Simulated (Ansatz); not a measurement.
Consider the following.

End structure of a constructed model of the (111) surface of fcc Ni, ferromagnetic, a pseudomorphic layer of Rh in the host's stacking (bottom of the slab: a bare face, its two planes held):

```yaml
crystal:
  lattice:
    - [2.48857, 0.00000, 0.00000]
    - [-1.24429, 2.15517, 0.00000]
    - [0.00000, 0.00000, 29.00000]
  atoms:
    - { symbol: Ni, position: [0.33333, 0.66667, 0.28380] }
    - { symbol: Ni, position: [0.66667, 0.33333, 0.35387] }
    - { symbol: Ni, position: [0.00000, 0.00000, 0.42402] }
    - { symbol: Ni, position: [0.33333, 0.66667, 0.49427] }
    - { symbol: Ni, position: [0.66667, 0.33333, 0.56457] }
    - { symbol: Ni, position: [0.00000, 0.00000, 0.63477] }
    - { symbol: Rh, position: [0.33333, 0.66667, 0.70920] }
```

Set-up: 7 atoms, 12.5 Å thick at the start; mesh 17x17x1; 0.1 eV smearing; dipole correction on; 2 atoms held, the rest relaxed; start symmetry kept, larger cells not searched; spin-polarised, ending with about 4.5 μB a cell; orders that need a larger cell were not tried, no spin-orbit, no U. It is one candidate, not shown to be the stable structure of the face.

Question: Give the work function of the top face at the level PBE (Ansatz, a program for electronic structure).

Answer: 5.30 eV
